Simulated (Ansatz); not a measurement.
SiGe (model structure, started from the CsCl type, Pm-3m, No. 221, 2 atoms in the cell), treated with r²SCAN in Ansatz (PAW).

Numerical settings: plane-wave cutoff 560 eV, 18×18×18 k mesh, Fermi–Dirac smearing 0.05 eV, scalar-relativistic PAW data made under PBE.

Cell (relaxed at this level):

```cif
data_GeSi
_chemical_formula_sum 'Ge1 Si1'
_space_group_name_H-M_alt 'Pm-3m'
_space_group_IT_number 221
_space_group_name_Hall '-P 4 2 3'
_cell_length_a 3.21756
_cell_length_b 3.21756
_cell_length_c 3.21756
_cell_angle_alpha 90.000
_cell_angle_beta 90.000
_cell_angle_gamma 90.000
loop_
_atom_site_label
_atom_site_type_symbol
_atom_site_symmetry_multiplicity
_atom_site_Wyckoff_symbol
_atom_site_fract_x
_atom_site_fract_y
_atom_site_fract_z
_atom_site_occupancy
Ge1 Ge 1 a 0.00000 0.00000 0.00000 1
Si1 Si 1 b 0.50000 0.50000 0.50000 1
```

Question: Give the computed bulk modulus.

Answer: 
- bulk modulus = 77.7 GPa

The run finds no gap.

Note: the bulk modulus is −V dP/dV from two relaxed cells at ±2 % in volume; the relaxation could raise the start's symmetry but not lower it, so the cell can be a saddle point.

The result took around 60 core-seconds (rough).

A model structure was made by putting elements into a prototype or built by hand; it is no filed structure, need not be a known phase, and can be a saddle point held by its symmetry.

Ansatz is a first-principles code.
